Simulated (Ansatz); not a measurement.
## MgO under a change: O → Se

Base system: MgO in the rock salt structure (space group Fm-3m, No. 225; a = 4.2141 Å).

It is then changed as follows: every O is replaced by Se, then cell and atoms are relaxed.

Calculations: PBEsol (Ansatz, a quantum-chemistry and plane-wave program; PAW; 420 eV plane waves; scalar-relativistic without spin-orbit coupling). k-mesh 10×10×10 (Γ-centred); smearing 0.05 eV (Fermi–Dirac), for the changed cell.

- Volume per atom = 20.23 Å³ (base 9.35 Å³)
- Density = 4.24 g/cm³ (base 3.58 g/cm³)
- Lattice parameter a = 545.0 pm (base 421.4 pm)
- Space group = Fm-3m (No. 225) (base Fm-3m (No. 225))
- Shortest interatomic distance = 272.5 pm (base 210.7 pm)
- Band gap = 1.78 eV (base 4.62 eV)
- Gap character = indirect, Γ → X (base direct at Γ)
- Width of the top valence band = 2.57 eV (base 1.79 eV)
- Electron mass = 0.49 mₑ along k, 0.23 mₑ across (at X) (base 0.34 mₑ (at Γ))
- Hole mass (degenerate bands, along [100]) = 0.16, 0.77, 0.77 mₑ (at Γ) (base 0.38, 2.1, 2.1 mₑ (at Γ))

Final structure:

```yaml
crystal:
  lattice:
    - [0.00000, 2.72480, 2.72480]
    - [2.72480, 0.00000, 2.72480]
    - [2.72480, 2.72480, 0.00000]
  atoms:
    - { symbol: Se, position: [0.00000, 0.00000, 0.00000] }
    - { symbol: Mg, position: [0.50000, 0.50000, 0.50000] }
```

Cost of the whole job for the changed cell (relaxation, final SCF and bands): around 19 core-seconds (rough).

Masses are band curvatures over ±0.01 Å⁻¹ around the edge. Along k means along the line from Γ to the band edge. No phonon test of stability was made.
